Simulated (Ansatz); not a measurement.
# What pressure 30 GPa does to InP

Take InP in the zinc blende structure (space group F-43m, No. 216; a = 5.8784 Å) as the base.

Now apply this change: cell and atoms relaxed at a pressure of 30 GPa.

Level of theory: PBEsol (Ansatz, a quantum-chemistry and plane-wave program; PAW; 420 eV plane waves; no spin-orbit coupling). Settings: 10×10×10 k-points, 0.05 eV Fermi–Dirac smearing.

- Volume per atom = 19.71 Å³ (base 25.39 Å³)
- Density = 6.14 g/cm³ (base 4.77 g/cm³)
- Shortest interatomic distance = 2.339 Å (base 2.545 Å)
- Enthalpy H = E + PV relative to the base's energy = +4.11 eV/atom
- Band gap = 1.11 eV (base 0.57 eV)
- Gap character = indirect, Γ → X (base direct at Γ)
- Smallest direct gap = 1.84 eV (base 0.57 eV)
- Width of the top valence band = 4.21 eV (base 2.92 eV)
- Electron mass = 2.0 mₑ along k, 0.23 mₑ across (at X) (base 0.046 mₑ (at Γ))
- Hole mass (degenerate bands, along [100]) = 0.13, 0.31, 0.31 mₑ (at Γ) (base 0.045, 0.43, 0.43 mₑ (at Γ))
- Valley order (the lowest conduction-band minima on the path, energy above the VBM, named in the base's zone) = X along ⟨100⟩ 1.11 eV; Γ 1.84 eV; L along ⟨111⟩ 1.92 eV (base Γ 0.57 eV; L along ⟨111⟩ 1.38 eV; X along ⟨100⟩ 1.65 eV)

Load acts through the strain it causes; cell and atoms are relaxed under it. Masses are band curvatures over ±0.01 Å⁻¹ around the edge. Along k means along the line from Γ to the band edge. Whether these cells are dynamically stable was not tested. Measured, InP leaves this structure (for rock salt) near 9.8 GPa (temperature not stated; as listed in Datta, Sujoy, Jana, Debnarayan, arXiv (2020)).
